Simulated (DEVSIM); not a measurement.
Structure: Si p+/n-/n+ power diode, at 250 K.

Layer 1 from the left is Si, thickness (μm) 4.70, Na (cm⁻³) 1.1e18, τn (s) 9.8e-5, τp (s) 9.8e-5. Layer 2 from the left is Si, thickness (μm) 3.40, Nd (cm⁻³) 1.8e16, τn (s) 9.8e-5, τp (s) 9.8e-5. Layer 3 from the left is Si, thickness (μm) 9.10, Nd (cm⁻³) 2.5e18, τn (s) 9.8e-5, τp (s) 9.8e-5.

Left contact: ohmic. Right contact: ohmic. Voltage is applied to the left contact. Recombination: SRH at mid-gap. Mobility is μmin + (μ − μmin)/(1 + (N/Nref)^α).

Constants are typed, rounded textbook-type inputs, not results; the design itself was drawn at random and stands for no fabricated device. Values at 300 K; Nc and Nv go as T^1.5, mobilities as T to minus their exponent, the gap by Varshni's rule with the affinity fixed.

Si: gap (eV) 1.124, affinity (eV) 4.05, permittivity 11.7, Nc (cm⁻³) 2.86e19, Nv (cm⁻³) 3.1e19, μn (cm²/Vs) 1417, μp (cm²/Vs) 470, μn,min 52, μp,min 45, Nref,n 9.7e16, Nref,p 2.2e17, αn 0.68, αp 0.72, T exponent of μn 2.3, T exponent of μp 2.2, Varshni α (eV/K) 0.000473, Varshni β (K) 636.

Model (solved in DEVSIM): 1D drift-diffusion, Boltzmann statistics, complete ionisation; no tunnelling, impact ionisation, image-force lowering or self-heating.

What does the simulation give for the dark forward voltage at 1 A/cm², the potential step across the device at zero bias?

dark forward voltage at 1 A/cm² 0.830 V; potential step across the device at zero bias 1.023 V.
